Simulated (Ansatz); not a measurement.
Effective masses and thermopower of GaP under load (space group I-4m2)

Input:

```
CELL_PARAMETERS angstrom
      0.00000     2.71830     2.75093
      2.71830     0.00000     2.75093
      2.71830     2.71830     0.00000
ATOMIC_POSITIONS crystal
  Ga 0.00000 0.00000 0.00000
  P  0.25000 0.25000 0.25000
```

All values below come from r2SCAN with spin-orbit coupling, rigid bands (plane waves, PAW; Ansatz, a quantum-chemistry and plane-wave program). Condition of this run: uniaxial stress zz = -1 GPa (compression positive) (the target of the relaxation). How the cell was made: cell and atoms relaxed with r2SCAN, then loaded as said.

```json
{
 "band_gap": "1.77 eV",
 "electron conductivity mass (300 K, dilute)": "0.41 (x), 0.41 (y), 0.25 (z) mₑ",
 "hole conductivity mass (300 K, dilute)": "0.43 (x), 0.43 (y), 0.51 (z) mₑ",
 "effective density of states N_c (300 K)": "2.5e19 cm⁻³",
 "effective density of states N_v (300 K)": "1.3e19 cm⁻³",
 "density_of_states_mass_electrons": "0.99 mₑ",
 "density_of_states_mass_holes": "0.65 mₑ",
 "Seebeck coefficient, n-type 1e19 cm⁻³, 300 K": "-296 μV/K",
 "Seebeck coefficient, p-type 1e19 cm⁻³, 300 K": "301 μV/K",
 "best p-type power factor at 300 K for τ = 10 fs (best axis; densities from 1e16 to 1e21 cm⁻³ tried, whether or not they can be reached)": "14.3 μW/(cm·K²) at 3e20 cm⁻³"
}
```

Rigid bands; masses and Seebeck coefficients take one relaxation time τ for all states and one kind of carrier; polarons and phonon drag are left out.
